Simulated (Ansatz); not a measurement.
The parent structure is C in the diamond structure (space group Fd-3m, No. 227; a = 3.560 Å). Axes: x, y, z lie along the cube axes.

Modification: the cell is compressed by 5.82 % along y with no lateral relaxation; the atoms relax in the strained cell.

Levels (all Ansatz, a first-principles code, PAW): r2SCAN (500 eV, without spin-orbit coupling); HSE06+SOC (420 eV, with spin-orbit coupling).

The geometry is relaxed with r2SCAN.

| Property | Value |
|---|---|
| r2SCAN band gap | 2.85 eV |
| r2SCAN valence-band top at Γ | 0.00, -0.93, -0.93 eV |

Predict the band gap and valence-band top at Γ from HSE06+SOC.

The band gap rises by 0.954 eV, from 2.85 eV to 3.81 eV; the valence-band top at Γ (three highest Kramers pairs, from the VBM) goes from 0.00, -0.93, -0.93 eV to 0.00, -0.92, -0.93 eV.

Single points use the geometry relaxed with r2SCAN. HSE06 was sampled on its mesh, a few special points and the semilocal edge points, so its gap is an upper bound. The spin-orbit shifts are approximate. No phonon test of stability was made.
